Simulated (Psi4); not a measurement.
Psi4 1.11, PBE0/def2-svpd: Ga(Br)(Me)(Et) (C[CH2][Ga]([CH3])[Br]), 13 atoms. The geometry is a generated start, not checked to be a minimum at this level.

```json
{
  "task": "gradient",
  "method": "pbe0",
  "basis": "def2-svpd",
  "memory": "7 GB",
  "scf_type": "df (default)",
  "guess": "auto, which took SAD (default)",
  "diis_max_vecs": "10 (default)",
  "scf_initial_accelerator": "adiis (default)",
  "e_convergence": "1e-08 (default)",
  "d_convergence": "1e-08 (default)",
  "basis functions (reference run)": "203",
  "grid points (reference run)": "2367023"
}
```

```xyz
13

Ga     0.1598     0.1089     0.8433
Br    -0.2418    -1.7881     2.1151
C      1.5749     1.3341     1.6797
H      2.5078     1.2834     1.1104
H      1.7737     1.0021     2.7023
H      1.2529     2.3772     1.7031
C     -0.9723     0.1407    -0.8838
C     -0.8641    -1.1874    -1.6422
H     -0.6586     0.9780    -1.5188
H     -2.0212     0.3202    -0.6109
H     -1.1525    -2.0253    -0.9995
H      0.1598    -1.3595    -1.9849
H     -1.5184    -1.1841    -2.5138
```
Charge 0, spin multiplicity 1.

Differences are taken against the run with dft_radial_points = 200, dft_spherical_points = 974, dft_pruning_scheme = none (default); no run here is proven converged. Each setting ran once; only counts and results are compared.

Settings tried, all else as in the reference:
- dft_radial_points = 150, dft_spherical_points = 770
- dft_radial_points = 25, dft_spherical_points = 50
- dft_radial_points = 50, dft_spherical_points = 194
- dft_radial_points = 75 (default), dft_spherical_points = 434
- dft_radial_points = 75 (default), dft_spherical_points = 302 (default), dft_pruning_scheme = robust
- dft_radial_points = 99, dft_spherical_points = 590, dft_pruning_scheme = treutler
- dft_radial_points = 75 (default), dft_spherical_points = 302 (default), dft_pruning_scheme = treutler
- dft_radial_points = 75 (default), dft_spherical_points = 302 (default)
- dft_radial_points = 99, dft_spherical_points = 590, dft_pruning_scheme = robust
- dft_radial_points = 99, dft_spherical_points = 590
- dft_radial_points = 35, dft_spherical_points = 110

Task: Sort the settings: which keep to the reference within 0.10 meV/atom in energy, 1.0 meV/Å in forces (largest component), and which don't?

Result: Within it: dft_radial_points = 99, dft_spherical_points = 590, dft_pruning_scheme = robust; dft_radial_points = 99, dft_spherical_points = 590; dft_radial_points = 75 (default), dft_spherical_points = 434. At the edge (between 0.75 and 1.33 times the tolerance): dft_radial_points = 150, dft_spherical_points = 770. Outside: dft_radial_points = 99, dft_spherical_points = 590, dft_pruning_scheme = treutler; dft_radial_points = 75 (default), dft_spherical_points = 302 (default), dft_pruning_scheme = treutler; dft_radial_points = 75 (default), dft_spherical_points = 302 (default); dft_radial_points = 75 (default), dft_spherical_points = 302 (default), dft_pruning_scheme = robust; dft_radial_points = 50, dft_spherical_points = 194; dft_radial_points = 35, dft_spherical_points = 110; dft_radial_points = 25, dft_spherical_points = 50.

| setting | grid points | energy against the reference | difference in forces (largest component) |
|---|---|---|---|
| the reference | 2367023 | — | — |
| dft_radial_points = 99, dft_spherical_points = 590, dft_pruning_scheme = robust | 501897 | +0.0033 meV/atom | 0.33 meV/Å |
| dft_radial_points = 99, dft_spherical_points = 590 | 716477 | +0.0034 meV/atom | 0.33 meV/Å |
| dft_radial_points = 75 (default), dft_spherical_points = 434 | 401448 | +0.036 meV/atom | 0.68 meV/Å |
| dft_radial_points = 150, dft_spherical_points = 770 | 1412364 | under 0.001 meV/atom | 1.2 meV/Å |
| dft_radial_points = 99, dft_spherical_points = 590, dft_pruning_scheme = treutler | 374289 | +0.0083 meV/atom | 3.1 meV/Å |
| dft_radial_points = 75 (default), dft_spherical_points = 302 (default), dft_pruning_scheme = treutler | 154007 | +0.090 meV/atom | 4.8 meV/Å |
| dft_radial_points = 75 (default), dft_spherical_points = 302 (default) | 279725 | +0.085 meV/atom | 4.9 meV/Å |
| dft_radial_points = 75 (default), dft_spherical_points = 302 (default), dft_pruning_scheme = robust | 191759 | +0.084 meV/atom | 4.9 meV/Å |
| dft_radial_points = 50, dft_spherical_points = 194 | 121620 | −1.5 meV/atom | 68 meV/Å |
| dft_radial_points = 35, dft_spherical_points = 110 | 48379 | −93 meV/atom | 220 meV/Å |
| dft_radial_points = 25, dft_spherical_points = 50 | 15789 | +310 meV/atom | 230 meV/Å |

Total energies are compared; such shifts often cancel in part in energy differences. The gradients leave out the derivatives of the grid weights. The tolerance is a choice made for this comparison.
